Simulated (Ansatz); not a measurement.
Consider a 12-atom supercell of MgF2 in the rutile structure (space group P4_2/mnm, No. 136; a = 4.698 Å, c = 3.093 Å) at its relaxed geometry.

Method: PBE in Ansatz (plane waves to 420 eV, PAW, no SOC).

Before the change:

The pressure is 0.0 GPa.

The change: one Li atom is added in an open site, starting 1.78 Å from the nearest host atom, atoms relaxed at fixed cell, starting from a slightly rattled geometry.

**Question.** Estimate the effect on the largest displacement of a host atom from its site in the perfect cell, final site of the added atom and pressure.

**Answer.** The largest displacement of a host atom from its site in the perfect cell is 0.30 Å; the final site of the added atom is 6 F at 1.87–2.01 Å (octahedral); the pressure goes from zero to 9.6 GPa.

The magnetic state is the one reached from the starting moments; the real material's order can differ, and small cells can't hold many antiferromagnetic ones. In so small a cell the defect repeats every few ångströms: this is an ordered compound, not a dilute defect. A case with no gap was solved on a k-mesh chosen for an insulator, which is coarse for it. Starting moments died away, wholly or in part, for Li interstitial (started 1.78 Å from the nearest host atom); another magnetic solution may exist. The defect cell is spin-polarised and ends with 0.0 μB.

Ansatz is an electronic-structure program.
